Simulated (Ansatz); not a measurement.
Consider CdSe in the zinc blende structure (space group F-43m, No. 216; a = 6.0075 Å). Axes: x, y, z lie along the cube axes.

The values are results of Ansatz (an electronic-structure program), LDA, PAW, cutoff 420 eV, without spin-orbit coupling, not measurements.

Before the change:

The gap character is direct at Γ. The band gap is 0.41 eV and the electron mass is 0.041 mₑ (at Γ).

Perturbation: biaxial strain −2.50 %, plane normal [111], relaxed out of plane (Cartesian); in-plane vectors clamped, the third vector and the atoms free.

Problem. What does the calculation give for the gap character, in-plane stress, band gap and electron mass after the change?

Solution. The gap character stays direct at Γ; the mean in-plane stress (compression positive) is +2.4 GPa; the band gap shrinks by 0.06 eV, from 0.41 eV to 0.35 eV; the electron mass becomes 0.050 mₑ out of plane, 0.039 mₑ in plane (at Γ) (base: 0.041 mₑ (at Γ)).

Masses are band curvatures over ±0.01 Å⁻¹ around the edge. No phonon test of stability was made. k-point labels follow each cell's own Brillouin zone.
